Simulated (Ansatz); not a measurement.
Structures of equal composition on the (111) surface of fcc Rh: a layer of Pd in place of the second plane; a layer of Pd in place of the third plane. The slabs share one bottom face, and each structure is named by its start. These are constructed structures in small cells; real faces may alloy, dewet or reconstruct in larger ones, and not all known structures of the face are among them. Slabs of about 11 Å, Fermi-Dirac smearing of 0.1 eV. Bottom of the slabs: a bare face, its two planes held. Relaxed from the named starts with such symmetry as they have, on meshes of like density; energies extrapolated to zero smearing; spin only where a row says so; no spin-orbit coupling, no U. Brackets mark spin-polarised runs, whose order is one that fits the cell.

Method: PBE (plane waves to 420 eV, PAW; Ansatz, a first-principles code).

Q: Rank these by energy per 1x1 cell (lowest first), as PBE gives it.

A: a layer of Pd in place of the third plane (0.000 eV), a layer of Pd in place of the second plane (0.049 eV)
